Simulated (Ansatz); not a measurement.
Start from Rh in the fcc (Cu type) structure (space group Fm-3m, No. 225; a = 3.780 Å).

Structures relaxed with Ansatz (a program for electronic structure), PBEsol, PAW, cutoff 420 eV, spin-orbit coupling left out.

Base:

Simulated powder pattern, Cu Kα1, λ = 1.54056 Å (kinematic, ideal powder, no thermal factors, no anomalous dispersion; the 10 strongest lines at most, above 2 %, up to 2θ = 90°):

| 2θ (°) | I/Imax (%) | hkl |
|---|---|---|
| 41.34 | 100 | (111) |
| 48.10 | 47 | (200) |
| 70.39 | 29 | (220) |
| 85.04 | 35 | (311) |
| 89.81 | 11 | (222) |

Perturbation: every Rh is replaced by Ir, then cell and atoms are relaxed.

### Question
Where do the lines fall after the change?

### Answer

Simulated powder pattern, Cu Kα1, λ = 1.54056 Å (kinematic, ideal powder, no thermal factors, no anomalous dispersion; the 10 strongest lines at most, above 2 %, up to 2θ = 90°):

```tsv
2θ (°)	I/Imax (%)	hkl
40.77	100	(111)
47.43	49	(200)
69.33	33	(220)
83.66	40	(311)
88.31	12	(222)
```

The indices refer to each structure's own conventional cell; one index is shown for lines that coincide.

Whether these cells are dynamically stable was not tested. The final runs are not spin-polarised.
